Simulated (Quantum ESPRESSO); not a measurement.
**What a tighter setting buys: ecutwfc, MgCd2 (Amm2, 6 atoms in the cell)**

```yaml
crystal:
  lattice:
    - [4.97676, 0.00000, 0.00000]
    - [0.00000, 1.60258, 8.01258]
    - [0.00000, -1.60258, 8.01258]
  atoms:
    - { symbol: Mg, position: [0.50000, 0.88981, 0.88981] }
    - { symbol: Mg, position: [0.50000, 0.21864, 0.21864] }
    - { symbol: Cd, position: [0.00000, 0.99982, 0.99982] }
    - { symbol: Cd, position: [0.00000, 0.66845, 0.66845] }
    - { symbol: Cd, position: [0.00000, 0.33323, 0.33323] }
    - { symbol: Cd, position: [0.50000, 0.55672, 0.55672] }
```

Level of theory: LDA (PZ), GBRV 1.5 ultrasoft (LDA) pseudopotentials (plane waves; Quantum ESPRESSO).

Base settings: ecutwfc = 40 Ry; ecutrho = 200 Ry; occupations = smearing; smearing = fermi-dirac; degauss = 0.0073499 Ry; potentials = {Mg: mg_lda_v1.4.uspp.F.UPF, Cd: cd_lda_v1.uspp.F.UPF}; K_POINTS = automatic 3 5 5 0 0 0; conv_thr = 1e-10 Ry; mixing_beta = 0.3.

Misses are taken against the tightest run, 80 Ry (ecutrho: 200 Ry → 400 Ry), which need not be fully converged itself. The energy is the free energy per atom.

The count of work is k-points × plane waves × bands × iterations; it is no time, and leaves out set-up, grids and terms that scale otherwise. Core times come from one kind of shared machine and are given to one figure; runs under 30 s give none.

The starting cell comes from a database of computed structures (which also holds hypothetical and non-ambient phases and stackings), without a prior relaxation at this level. In the base run, with a pressure of about -4 GPa the cell is away from its equilibrium volume at this level. Without a gap this mesh is coarse (it stands for a supercell whose shortest vector is 15 Å).

The runs (ecutwfc): 16 Ry (ecutrho: 200 Ry → 80 Ry) | 20 Ry (ecutrho: 200 Ry → 100 Ry) | 24 Ry (ecutrho: 200 Ry → 120 Ry) | 28 Ry (ecutrho: 200 Ry → 140 Ry) | 32 Ry (ecutrho: 200 Ry → 160 Ry) | 36 Ry (ecutrho: 200 Ry → 180 Ry) | 40 Ry | 46 Ry (ecutrho: 200 Ry → 230 Ry) | 52 Ry (ecutrho: 200 Ry → 260 Ry) | 60 Ry (ecutrho: 200 Ry → 300 Ry) | 70 Ry (ecutrho: 200 Ry → 350 Ry) | 80 Ry (ecutrho: 200 Ry → 400 Ry).

Question: Which is the coarsest setting among those run that, with all tighter ones, holds the energy within 10 meV/atom of the reference, and what does it save?

Answer: 70 Ry (ecutrho: 200 Ry → 350 Ry), off by 1.8 meV/atom; its saving against the reference is no more than about a factor of 2 in the count of work.

Question: What does the step from 20 Ry (ecutrho: 200 Ry → 100 Ry) to 36 Ry (ecutrho: 200 Ry → 180 Ry) buy?

Answer: It takes the miss in the energy from 3500 to 80 meV/atom, for 2.5 times the count of work and roughly 3 times the time.

```csv
ecutwfc,energy less reference (meV/atom),pressure less reference (GPa),largest difference in the force on any atom (eV/Å),count of work / reference,core time / reference (rough)
16 Ry (ecutrho: 200 Ry → 80 Ry),17057.06,-530.58,0.160,0.090,–
20 Ry (ecutrho: 200 Ry → 100 Ry),3535.25,-141.91,0.013,0.12,0.08
24 Ry (ecutrho: 200 Ry → 120 Ry),722.72,-32.98,0.004,0.17,0.1
28 Ry (ecutrho: 200 Ry → 140 Ry),208.66,-6.32,0.001,0.21,0.1
32 Ry (ecutrho: 200 Ry → 160 Ry),115.07,-1.81,0.001,0.26,0.2
36 Ry (ecutrho: 200 Ry → 180 Ry),80.31,-0.94,0.001,0.30,0.2
40 Ry,65.50,-0.18,0.001,0.36,0.2
46 Ry (ecutrho: 200 Ry → 230 Ry),62.56,0.02,0.001,0.44,0.4
52 Ry (ecutrho: 200 Ry → 260 Ry),50.76,-0.73,0.001,0.52,0.4
60 Ry (ecutrho: 200 Ry → 300 Ry),19.76,-0.89,0.000,0.65,0.6
70 Ry (ecutrho: 200 Ry → 350 Ry),1.75,0.02,0.000,0.82,1
80 Ry (ecutrho: 200 Ry → 400 Ry),0.00,0.00,0.000,1.0,1
```
